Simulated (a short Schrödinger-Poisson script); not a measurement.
MOS inversion layer, Al2O3 on p-type InP

Structure: MOS inversion layer, Al2O3 on p-type InP, at 400 K.

```tsv
layer	material	thickness (nm)	Na (cm⁻³)
1	Al2O3	2	-
2	InP	370	1.7e18
```

The device is made up for the run: typed textbook-type constants, with dimensions and the other settings drawn at random. Al2O3: permittivity 9, conduction-band edge (eV) 3.03, gap (eV) 6.8, electron mass (mₑ) 0.3. InP: permittivity 12.5, conduction-band edge (eV) 0, gap (eV) 1.344, Nv at 300 K (cm⁻³) 1.1e19.

Channel valleys (confinement mass, in-plane density-of-states mass, number): Γ 0.08, 0.08, 1. At the gate the conduction-band edge of layer 1 lies 3.04 eV − eVg above the Fermi level of the channel; the field vanishes at the back. Gaps are held at their typed values at every temperature. Mesh 0.03 nm at interfaces.

From a short Schrödinger-Poisson script (our own, NumPy): 1D Poisson equation in equilibrium, electrons quantum, Hartree (BenDaniel-Duke, 12 states a valley, the channel's in-plane mass for all, wave functions ending at the dielectric), parabolic valleys, classical holes, full ionisation, no traps, pinning or gate leakage.

| Vg (V) | electrons (cm⁻²) | C (μF/cm²) | Γ E0 (meV) | Γ E1 (meV) |
|---|---|---|---|---|
| 0.05 | 1.55e6 | 0.343 | 466.0 | 675.2 |
| 0.1 | 5.12e6 | 0.337 | 424.9 | 638.0 |
| 0.15 | 1.69e7 | 0.330 | 383.6 | 600.4 |
| 0.2 | 5.64e7 | 0.325 | 342.2 | 562.5 |
| 0.25 | 1.89e8 | 0.320 | 300.5 | 524.4 |
| 0.3 | 6.34e8 | 0.316 | 258.7 | 486.0 |
| 0.35 | 2.14e9 | 0.316 | 216.8 | 447.5 |
| 0.4 | 7.17e9 | 0.328 | 175.0 | 408.9 |
| 0.45 | 2.36e10 | 0.375 | 133.7 | 370.7 |
| 0.5 | 7.27e10 | 0.509 | 94.2 | 334.3 |
| 0.55 | 1.93e11 | 0.755 | 58.7 | 302.0 |
| 0.6 | 4.13e11 | 1.03 | 29.0 | 275.4 |
| 0.65 | 7.25e11 | 1.25 | 4.6 | 254.1 |
| 0.7 | 1.10e12 | 1.39 | -16.2 | 236.4 |
| 0.75 | 1.52e12 | 1.48 | -34.8 | 221.1 |
| 0.8 | 1.97e12 | 1.55 | -51.9 | 207.1 |
| 0.85 | 2.43e12 | 1.59 | -68.2 | 193.9 |
| 0.9 | 2.91e12 | 1.62 | -83.9 | 181.2 |
| 0.95 | 3.39e12 | 1.64 | -99.4 | 168.8 |
| 1 | 3.88e12 | 1.65 | -114.6 | 156.7 |

Gate voltages with under 1e6 electrons/cm² are left out.

Subbands count from the Fermi level.

Above a few 1e12 electrons/cm² a light Γ valley is non-parabolic and upper valleys begin to fill, which the model leaves out.
